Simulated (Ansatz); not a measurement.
**A computed series for BAs: response to strain**

Consider BAs in the zinc blende structure (space group F-43m, No. 216).

```
CELL_PARAMETERS angstrom
      0.00000     2.36609     2.36609
      2.36609     0.00000     2.36609
      2.36609     2.36609     0.00000
ATOMIC_POSITIONS crystal
  B  0.00000 0.00000 0.00000
  As 0.25000 0.25000 0.25000
```

Cartesian axes are those of the cell as printed.

Strains are applied to the cell and any free atomic positions relax.

All numbers come from plane-wave PAW DFT at the LDA level (Ansatz, a quantum-chemistry and plane-wave program, 420 eV), spin-orbit coupling left out.

Notes on the quantities. energy relative to the base: free energy F; pressure: mean of the normal stresses, compression positive.

| case | energy relative to the base | band gap | pressure | gap character | volume per atom |
|---|---|---|---|---|---|
| base | 0 meV/atom | 1.11 eV | 0.00 GPa | – | 13.25 Å³ |
| tensor shear ε_xy = +0.29 % | +0.2 meV/atom | 1.08 eV | 0.00 GPa | indirect, Γ → Γ–X (82 % along) | 13.25 Å³ |
| tensor shear ε_xy = +0.86 % | +1.9 meV/atom | 1.00 eV | 0.03 GPa | indirect, Γ → Γ–X (82 % along) | 13.25 Å³ |
| tensor shear ε_xy = +2.00 % | … | … | … | indirect, Γ → X | 13.24 Å³ |
| tensor shear ε_xy = +1.14 % | +3.4 meV/atom | 0.95 eV | 0.05 GPa | indirect, Γ → k = (0.417, 0.417, 0) in the run's primitive reciprocal basis | 13.24 Å³ |
| tensor shear ε_xy = +0.57 % | +0.8 meV/atom | 1.04 eV | 0.01 GPa | indirect, Γ → Γ–X (82 % along) | 13.25 Å³ |
| tensor shear ε_xy = +1.43 % | +5.3 meV/atom | 0.89 eV | 0.09 GPa | indirect, Γ → k = (0.417, 0.417, 0) in the run's primitive reciprocal basis | 13.24 Å³ |
| tensor shear ε_xy = +1.71 % | +7.6 meV/atom | 0.83 eV | 0.12 GPa | indirect, Γ → X | 13.24 Å³ |

Complete the table.


- tensor shear ε_xy = +2.00 %, energy relative to the base: +10 meV/atom
- tensor shear ε_xy = +2.00 %, band gap: 0.75 eV
- tensor shear ε_xy = +2.00 %, pressure: 0.17 GPa

Stability against distortions was not tested. k-point labels follow each cell's own Brillouin zone.
